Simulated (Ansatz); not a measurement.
The parent structure is Zr in the hcp (Mg type) structure (space group P6_3/mmc, No. 194).

```xyz
2
Lattice="3.2460 0.0000 0.0000 -1.6230 2.8111 0.0000 0.0000 0.0000 5.1507" Properties=species:S:1:pos:R:3 pbc="T T T"
Zr     0.0000     1.8741     3.8630
Zr     1.6230     0.9370     1.2877
```

The values are results of plane-wave PAW DFT at the r2SCAN level (Ansatz, a first-principles code, 500 eV), no spin-orbit coupling, not measurements.

Before the change:

```
Item                Value
---------------  --------
Volume per atom  23.50 Å³
c/a ratio           1.587
```

Perturbation: a hydrostatic pressure of 30 GPa.

Question: What does the calculation give for the volume per atom after the change?

Answer: The volume per atom drops by 4.78 Å³ (23.50 Å³ → 18.72 Å³).

Question: What does the calculation give for the c/a ratio after the change?

Answer: The c/a ratio rises by 0.056 to 1.643.

Load acts through the strain it causes; cell and atoms are relaxed under it. Whether these cells are dynamically stable was not tested. The final runs are not spin-polarised. Measured, Zr leaves this structure (for the ω phase) near 3 GPa (temperature not stated; as listed in C. Cazorla, D. Alfè, M. J. Gillan, Physical Review B (2008)).
